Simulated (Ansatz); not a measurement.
**Ta: Re on a Ta site**

Base system: a 12-atom supercell of Ta in the bcc (W type) structure (space group Im-3m, No. 229; a = 3.320 Å) at its relaxed geometry.

It is then changed as follows: a neutral Re on a Ta site, atoms relaxed at fixed cell, starting from a slightly rattled geometry.

All numbers come from Ansatz (a quantum-chemistry and plane-wave program), PBE, PAW, cutoff 420 eV, no spin-orbit coupling, earlier PAW set. Settings: 7×7×5 k-points, 0.05 eV Fermi–Dirac smearing.

```tsv
quantity	base	changed	shift
pressure	-0.1 GPa	-4.2 GPa	-4.1 GPa
largest displacement of a host atom from its site in the perfect cell	–	0.06 Å	–
mean distance from the defect site to its nearest host atoms	2.87 Å	2.84 Å	-0.040 Å
```

Final structure:

```
Ta11Re
1.0
   -3.31974     3.31974     3.31974
    3.31974    -3.31974     3.31974
    4.97961     4.97961    -1.65987
Re Ta
1 11
Direct
  0.99989   0.00122   0.99955
  0.99999   0.50121   0.99946
  0.49974   0.00110   0.99950
  0.49998   0.50119   0.99953
  0.32578   0.32697   0.32611
  0.16293   0.16349   0.67247
  0.33626   0.83200   0.33378
  0.16929   0.66452   0.66531
  0.83085   0.33749   0.33370
  0.66388   0.17015   0.66531
  0.83720   0.83839   0.32658
  0.67450   0.67517   0.67303
```

The cell is small, so the values are those of an ordered compound at a high defect concentration; dilute-limit values will differ. All final runs are without spin polarisation. The defect cell is not spin-polarised.
